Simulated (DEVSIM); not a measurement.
Structure: Schottky contact on n-type Si, at 400 K.

Layer 1 from the left is Si, thickness (μm) 1.10, Nd (cm⁻³) 3.2e15, τn (s) 1.2e-7, τp (s) 1.2e-7.

Left contact: Schottky, work function 4.56 eV, emission velocity 5.8e6 cm/s. Right contact: ohmic. Voltage is applied to the left contact. Recombination: SRH at mid-gap, radiative, Auger. Mobility is constant in doping.

This is a model device: material constants are rounded textbook-type values typed into the input, and sizes, dopings and lifetimes were drawn at random. Values at 300 K; Nc and Nv go as T^1.5, mobilities as T to minus their exponent, the gap by Varshni's rule with the affinity fixed.

Si: gap (eV) 1.124, affinity (eV) 4.05, permittivity 11.7, Nc (cm⁻³) 2.86e19, Nv (cm⁻³) 3.1e19, μn (cm²/Vs) 1417, μp (cm²/Vs) 470, T exponent of μn 2.3, T exponent of μp 2.2, B (cm³/s) 4.7e-15, Cn (cm⁶/s) 2.8e-31, Cp (cm⁶/s) 9.9e-32, Varshni α (eV/K) 0.000473, Varshni β (K) 636.

Estimate by hand the built-in potential, the peak field at zero bias, the capacitance at -0.6 V, and compare with a numerical solution.


- Built-in potential: barrier φB = 0.510 eV; Vbi = φB − kT/q ln(N_band/N) = 0.182 V; numerical 0.182 V.
- Peak field at zero bias: depletion approximation: W = √(2εVbi/(qN)) = 0.271 μm with N = 3.20e15 cm⁻³; field = 2Vbi/W = 13400 V/cm; numerical 12000 V/cm (estimate above by 11 %).
- Capacitance at -0.6 V: C = √(qεN / 2(Vbi + |V|)) = 18.4 nF/cm²; numerical 18.9 nF/cm² (estimate below by 2.4 %).

Model (solved in DEVSIM): 1D drift-diffusion, Boltzmann statistics, complete ionisation; no tunnelling, impact ionisation, image-force lowering or self-heating. Metal contacts follow the ideal Schottky-Mott rule: no Fermi-level pinning, no interface dipoles.
